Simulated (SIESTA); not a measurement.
# Input and output of a self-consistent single point for CsGaH4 (Pnma, 24 atoms in the cell) (SIESTA)

Level of theory: LDA PW92, numerical atomic orbitals DZP, PseudoDojo LDA standard norm-conserving potentials (rewritten from UPF to PSML) in SIESTA 5.4.2.

The input file:

```
# files in the folder: Cs.psml Ga.psml H.psml (PseudoDojo LDA standard)
SystemName  CsGaH4
SystemLabel siesta

NumberOfAtoms                24
NumberOfSpecies              3
%block ChemicalSpeciesLabel
  1 55 Cs
  2 31 Ga
  3 1 H
%endblock ChemicalSpeciesLabel
LatticeConstant              1.0 Bohr
%block LatticeVectors
    19.657586883    0.000000000    0.000000000
     0.000000000   11.769569573    0.000000000
     0.000000000    0.000000000   15.638534369
%endblock LatticeVectors
AtomicCoordinatesFormat      Fractional
%block AtomicCoordinatesAndAtomicSpecies
     0.684560000    0.250000000    0.835720000  1
     0.315440000    0.750000000    0.164280000  1
     0.815440000    0.750000000    0.335720000  1
     0.184560000    0.250000000    0.664280000  1
     0.060000000    0.250000000    0.196320000  2
     0.940000000    0.750000000    0.803680000  2
     0.440000000    0.750000000    0.696320000  2
     0.560000000    0.250000000    0.303680000  2
     0.916400000    0.250000000    0.120680000  3
     0.083600000    0.750000000    0.879320000  3
     0.583600000    0.750000000    0.620680000  3
     0.416400000    0.250000000    0.379320000  3
     0.171300000    0.250000000    0.058230000  3
     0.828700000    0.750000000    0.941770000  3
     0.328700000    0.750000000    0.558230000  3
     0.671300000    0.250000000    0.441770000  3
     0.920700000    0.961890000    0.688880000  3
     0.079300000    0.038110000    0.311120000  3
     0.579300000    0.038110000    0.188880000  3
     0.420700000    0.961890000    0.811120000  3
     0.420700000    0.538110000    0.811120000  3
     0.579300000    0.461890000    0.188880000  3
     0.079300000    0.461890000    0.311120000  3
     0.920700000    0.538110000    0.688880000  3
%endblock AtomicCoordinatesAndAtomicSpecies

XC.functional                LDA
XC.authors                   PW92
PAO.BasisSize                DZP
PAO.EnergyShift              0.005 Ry
MeshCutoff                   400 Ry
%block kgrid.MonkhorstPack
    3   0   0  0.0
    0   5   0  0.0
    0   0   4  0.0
%endblock kgrid.MonkhorstPack
OccupationFunction           MP
OccupationMPOrder            0
ElectronicTemperature        116.05 K

MaxSCFIterations             150
SCF.Mixer.Method             Pulay
SCF.Mixer.Weight             0.1
SCF.Mixer.History            6
SCF.DM.Tolerance             1.0E-05
Diag.ParallelOverK           true
WriteForces                  true
```

Log, with long lists cut:

```
reinit: Reading from file input.fdf

reinit: System Name: CsGaH4
reinit: System Label: siesta

coor:   Atomic-coordinates input format  =     Fractional

siesta: Atomic coordinates (Bohr) and species
siesta:     13.45680   2.94239  13.06944  1        1
siesta:      6.20079   8.82718   2.56910  1        2
siesta:     16.02958   8.82718   5.25017  1        3
siesta:      3.62800   2.94239  10.38837  1        4
siesta:      1.17946   2.94239   3.07016  2        5
siesta:     18.47813   8.82718  12.56838  2        6
siesta:      8.64934   8.82718  10.88942  2        7
siesta:     11.00825   2.94239   4.74911  2        8
siesta:     18.01421   2.94239   1.88726  3        9
siesta:      1.64337   8.82718  13.75128  3       10
siesta:     11.47217   8.82718   9.70653  3       11
siesta:      8.18542   2.94239   5.93201  3       12
siesta:      3.36734   2.94239   0.91063  3       13
siesta:     16.29024   8.82718  14.72790  3       14
siesta:      6.46145   8.82718   8.72990  3       15
siesta:     13.19614   2.94239   6.90864  3       16
siesta:     18.09874  11.32103  10.77307  3       17
siesta:      1.55885   0.44854   4.86546  3       18
siesta:     11.38764   0.44854   2.95381  3       19
siesta:      8.26995  11.32103  12.68473  3       20
siesta:      8.26995   6.33332  12.68473  3       21
siesta:     11.38764   5.43625   2.95381  3       22
siesta:      1.55885   5.43625   4.86546  3       23
siesta:     18.09874   6.33332  10.77307  3       24

siesta: System type = bulk

initatomlists: Number of atoms, orbitals, and projectors:     24   188   224

siesta: ******************** Simulation parameters ****************************
redata: Spin configuration                          = none
redata: Time-Reversal Symmetry                      = T
redata: Number of Atomic Species                    =        3
redata: Mesh Cutoff                                 =   400.0000 Ry
   [... lines left out ...]
diag: Used triangular part                          = Lower
diag: Absolute tolerance                            =  0.100E-15
diag: Orthogonalization factor                      =  0.100E-05
diag: Memory factor                                 =  1.0000

superc: Internal auxiliary supercell:     3 x     5 x     5  =      75
superc: Number of atoms, orbitals, and projectors:   1800  14100  16800

                        Single-point calculation

superc: Internal auxiliary supercell:     3 x     5 x     5  =      75
superc: Number of atoms, orbitals, and projectors:   1800  14100  16800

outcell: Unit cell vectors (Ang):
       10.402347    0.000000    0.000000
        0.000000    6.228188    0.000000
        0.000000    0.000000    8.275556

outcell: Cell vector modules (Ang)   :   10.402347    6.228188    8.275556
outcell: Cell angles (23,13,12) (deg):     90.0000     90.0000     90.0000
outcell: Cell volume (Ang**3)        :    536.1548
new_DM -- step:     1
Initializing Density Matrix...

Attempting to read DM from file... Failed...
DM filled with atomic data:

InitMesh: MESH = 128 x 80 x 100 = 1024000
InitMesh: Mesh cutoff (required, used) =   400.000   403.560 Ry

stepf: Methfessel-Paxton step function
       Using Hermite-Gauss polynomials of order  0
        iscf     Eharris(eV)        E_KS(eV)     FreeEng(eV)     dDmax    Ef(eV) dHmax(eV)
   scf:    1   -11125.536435   -11109.437027   -11109.437027  1.873606 -4.696119  2.927203
   scf:    2   -11111.064524   -11110.262202   -11110.262202  0.034087 -4.907457  2.502806
   scf:    3   -11113.759500   -11112.404262   -11112.404262  0.190857 -6.177087  0.178252
   scf:    4   -11112.427499   -11112.416709   -11112.416709  0.009194 -6.126614  0.096843
   scf:    5   -11112.423478   -11112.422159   -11112.422159  0.012275 -6.078485  0.131386
   scf:    6   -11112.423654   -11112.423128   -11112.423128  0.002404 -6.072917  0.008460
   scf:    7   -11112.423019   -11112.423083   -11112.423083  0.000280 -6.074770  0.023976
   scf:    8   -11112.423169   -11112.423137   -11112.423137  0.000321 -6.075108  0.003227
   scf:    9   -11112.423139   -11112.423138   -11112.423138  0.000180 -6.075918  0.000192
   scf:   10   -11112.423138   -11112.423138   -11112.423138  0.000008 -6.075867  0.000080
SCF Convergence by DM+H criterion
max |DM_out - DM_in|         :     0.0000079852
max |H_out - H_in|      (eV) :     0.0000803079
SCF cycle converged after 10 iterations

Using DM_out to compute the final energy and forces

siesta: E_KS(eV) =           -11112.4231

siesta: E_KS - E_eggbox =    -11112.4231

siesta: Atomic forces (eV/Ang):
     1   -0.013725   -0.000000   -0.010681
     2    0.013725    0.000000    0.010681
     3    0.013725    0.000000   -0.010681
   [... 21 lines left out ...]
   Tot    0.000000   -0.000000   -0.000000
   Max    0.264819
   Res    0.134058    sqrt( Sum f_i^2 / 3N )
   Max    0.264819    constrained

Stress tensor Voigt[x,y,z,yz,xz,xy] (kbar):       24.93       25.48       24.62        0.00       -0.00        0.00
(Free)E + p*V (eV/cell)   -11120.7920
Target enthalpy (eV/cell)   -11112.4231

siesta: Program's energy decomposition (eV):
siesta: Ebs     =     -1613.092554
siesta: Eions   =     13453.447009
siesta: Ena     =      1670.989678
siesta: Ekin    =      7552.846075
siesta: Enl     =     -3788.121805
siesta: Eso     =         0.000000
siesta: Edftu   =         0.000000
siesta: DEna    =        19.071905
siesta: DUscf   =         7.123494
siesta: DUext   =         0.000000
siesta: Ex      =     -2845.919369
siesta: Ec      =      -274.966106
siesta: Exc     =     -3120.885476
siesta: Eharris =    -11112.423138
siesta: Etot    =    -11112.423138
siesta: FreeEng =    -11112.423138

siesta: Atomic forces (eV/Ang):
siesta:      1   -0.013725   -0.000000   -0.010681
siesta:      2    0.013725    0.000000    0.010681
siesta:      3    0.013725    0.000000   -0.010681
siesta:      4   -0.013725    0.000000    0.010681
siesta:      5    0.000809    0.000000   -0.022630
siesta:      6   -0.000809   -0.000000    0.022630
siesta:      7   -0.000809   -0.000000   -0.022630
siesta:      8    0.000809   -0.000000    0.022630
siesta:      9    0.264819   -0.000000    0.134463
siesta:     10   -0.264819   -0.000000   -0.134463
siesta:     11   -0.264819   -0.000000    0.134463
siesta:     12    0.264819    0.000000   -0.134463
siesta:     13   -0.194610    0.000000    0.209523
siesta:     14    0.194610   -0.000000   -0.209523
siesta:     15    0.194610   -0.000000    0.209523
siesta:     16   -0.194610    0.000000   -0.209523
siesta:     17    0.023349   -0.229397    0.152241
siesta:     18   -0.023349    0.229397   -0.152241
siesta:     19   -0.023349    0.229397    0.152241
siesta:     20    0.023349   -0.229397   -0.152241
siesta:     21    0.023349    0.229397   -0.152241
siesta:     22   -0.023349   -0.229397    0.152241
siesta:     23   -0.023349   -0.229397   -0.152241
siesta:     24    0.023349    0.229397    0.152241
siesta: ----------------------------------------
siesta:    Tot    0.000000   -0.000000   -0.000000

siesta: Stress tensor (static) (eV/Ang**3):
siesta:     0.015559    0.000000   -0.000000
siesta:     0.000000    0.015904   -0.000000
siesta:    -0.000000    0.000000    0.015363

siesta: Cell volume =        536.154842 Ang**3

siesta: Pressure (static):
siesta:                Solid            Molecule  Units
siesta:          -0.00017000         -0.00015578  Ry/Bohr**3
siesta:          -0.01560906         -0.01430337  eV/Ang**3
siesta:         -25.00846344        -22.91652135  kBar
```

The run converged in 10 iterations.

The starting cell comes from a database of computed structures (which also holds hypothetical and non-ambient phases and stackings), without a prior relaxation at this level. Its lattice was rescaled by a random factor within 2.5 % of one. Values carry the incompleteness of an atom-centred basis.

Cost on one core of a shared machine: roughly 90 s.
